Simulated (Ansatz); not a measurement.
Base system: NaCl in the rock salt structure (space group Fm-3m, No. 225).

```xyz
2
Lattice="0.0000 2.8010 2.8010 2.8010 0.0000 2.8010 2.8010 2.8010 0.0000" Properties=species:S:1:pos:R:3 pbc="T T T"
Na     0.0000     0.0000     0.0000
Cl     2.8010     2.8010     2.8010
```

Method: Ansatz (a quantum-chemistry and plane-wave program) PBEsol, no spin-orbit coupling.

Carriers are added at fixed cell with a uniform background; the Fermi–Dirac width is that of 300 K.

One change was made to it. Results:

The Fermi level relative to the doped band's edge (positive inside the band; to 0.05 eV) is +0.10 eV; the gap between the host's bands grows by 0.22 eV (5.01 eV → 5.23 eV); the gap character stays direct at Γ.

**Question.** Which change produced these results?
(A) electrons 3.0×10^21 cm⁻³
(B) electrons 7.0×10^21 cm⁻³
(C) holes 7.0×10^21 cm⁻³
(D) holes 3.0×10^21 cm⁻³
(E) electrons 1.0×10^21 cm⁻³

**Answer.** D, holes 3.0×10^21 cm⁻³. For comparison, the gap between the host's bands in the other runs: electrons 7.0×10^21 cm⁻³ gives 4.72 eV; holes 7.0×10^21 cm⁻³ gives 5.53 eV; electrons 1.0×10^21 cm⁻³ gives 4.96 eV; electrons 3.0×10^21 cm⁻³ gives 4.87 eV.

Charged cell with a jellium background: band edges are those of the host's band count, energies are not comparable with the neutral cell, and many-body gap narrowing is missing. No phonon test of stability was made.
